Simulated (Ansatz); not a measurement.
Be on the Ga site (Be_Ga) (metastable zinc-blende GaN host)

Method: PBE, PAW (plane waves to 420 eV; Ansatz, an electronic-structure program). The supercell holds 64 host sites (2×2×2 repeats of the unit cell), with a 2×2×2 shifted k-point sampling for the final energies. Site at the start: the Ga site. Energies of charged states are corrected for periodic images (point charge plus alignment at distant sites). Dielectric constants: PBE linear response of the host. Host gap at this level: 1.54 eV. These values are not converged in cell size to better than tenths of an eV. Levels are measured in PBE's own, too narrow, gap. Spin–orbit coupling is left out. Each state is the lowest found from its start.

Formation energies E_f are given with the Fermi level at the valence-band maximum. Chemical conditions: Ga-rich (Δμ(Ga) = 0.00 eV, Δμ(Be) = -1.12 eV, bounded by Be3N2 (P6_3/mmc); only phases computed here count, gases as isolated molecules at 0 K); N-rich (Δμ(Ga) = -0.87 eV, Δμ(Be) = -1.71 eV, bounded by Be3N2 (P6_3/mmc); only phases computed here count, gases as isolated molecules at 0 K). Reference phases: Be: hcp Be, Ga: alpha gallium.

```csv
charge,moment (μB),largest move off a lattice site (Å),image correction with alignment (eV),"E_f, Ga-rich (eV)","E_f, N-rich (eV)"
+1*,not spin-polarised,0.13,–,–,–
0*,0.9,0.13,–,–,–
−1,not spin-polarised,0.13,0.40,2.27,1.98
```

* At this level the carrier isn't localised at the defect: at charge +1 holes occupy the valence band; at charge 0 holes occupy the valence band. Such a state is shallow or no state of the defect, and this cell gives it no level.

Flagged in the runs: a doubtful potential alignment.
